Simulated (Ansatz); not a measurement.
Structures of equal composition on the (100) surface of rock-salt TiN: a layer of Cu, one atom over each N; a layer of Cu, one atom over each Ti. The slabs share one bottom face, and each structure is named by its start. These are constructed structures in small cells; real faces may alloy, dewet or reconstruct in larger ones, and not all known structures of the face are among them. Slabs of about 13 Å, Fermi-Dirac smearing of 0.1 eV. Bottom of the slabs: a bare face, its two planes held. Relaxed from the named starts with such symmetry as they have, on meshes of like density; energies extrapolated to zero smearing; spin only where a row says so; no spin-orbit coupling, no U. Brackets mark spin-polarised runs, whose order is one that fits the cell.

Level of theory: PBE (plane waves to 420 eV, PAW; Ansatz, an electronic-structure program).

Q: Put the candidates in order of energy per 1x1 cell, lowest first, for PBE.

A: a layer of Cu, one atom over each N (0.000 eV), a layer of Cu, one atom over each Ti (0.461 eV)
